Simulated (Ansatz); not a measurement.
CH3 on the 1x1 (111) surface of fcc Pd, one in a 2x2 cell, energies for each (26.9 Å²). Energies are against CH4(g) − ½ H2(g), without zero-point or thermal terms; each row is named by its start.

Computed with PBE (plane waves to 420 eV, PAW; Ansatz, a first-principles code).

Set-up: 20 atoms, 6.8 Å thick at the start under the adsorbate (thin: gaps and levels are the slab's own); mesh 6x6x1; 0.1 eV smearing; dipole correction on; 8 atoms held, the rest relaxed; each run with such symmetry as its start has; spin where the adsorbate may keep a moment, no spin-orbit, no U, no dispersion correction.

A negative adsorption energy means that the adsorbate is more stable on the surface than in its reference. Starts that drift may end in the same place. Heights count from the host atoms within 0.3 Å of the top one.

| starting site | E_ads (eV) | height (Å) | nearest host atom (Å) | bonded to | Δ work function (eV) | lateral drift (Å) | moment (μB) |
|---|---|---|---|---|---|---|---|
| top Pd | 0.72 | 2.17 | Pd 2.05 | Pd | -0.58 | 0.0 | 0.0 |
| hollow Pd-Pd-Pd over Pd at depth 2.3 Å | 0.99 | 1.72 | Pd 2.33 | 3 Pd | -1.04 | 0.0 | – |
| hollow Pd-Pd-Pd over Pd at depth 4.5 Å | 0.90 | 1.69 | Pd 2.32 | 3 Pd | -1.04 | 0.0 | – |
| bridge Pd-Pd (span 2.8 Å) | 0.72 | 2.17 | Pd 2.05 | Pd | -0.58 | 1.4 | – |
